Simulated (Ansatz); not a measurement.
A calculation on MoS2 (R3m, No. 160, 3 atoms in the cell; start mp-1434; a measured phase of this formula has another space group) returned lattice constant a 3.157 Å, lattice parameter c 18.114 Å, equilibrium volume per atom 17.37 Å³/atom.

Task: Which level of theory produced these numbers?
A. LDA (Ansatz, a quantum-chemistry and plane-wave program)
B. PBEsol (Ansatz)
C. PBE-D4 (Ansatz)
D. PBE (Ansatz)

Result: C, PBE-D4 (Ansatz)

The others give: PBE 3.185 Å, 22.163 Å, 21.63 Å³/atom; LDA 3.126 Å, 17.978 Å, 16.91 Å³/atom; PBEsol 3.143 Å, 18.853 Å, 17.92 Å³/atom.

Unless a cell is named, each level is at its own relaxed cell (LDA 16.91, PBE 21.63, PBE-D4 17.37, PBEsol 17.92 Å³/atom).

The crystal itself was run without spin with PBE, LDA, PBEsol, PBE-D4; a magnetic state was not tried in these runs.

Caveats: the relaxation could not lower the start's symmetry, so the cell can be a saddle point above a distorted one (PBE, LDA, PBEsol, PBE-D4). Ansatz's density-functional and Hartree–Fock values are scalar-relativistic unless marked +SOC, with PAW data made under PBE.

A start named mp-… is a Materials Project structure, which need not be a measured phase.
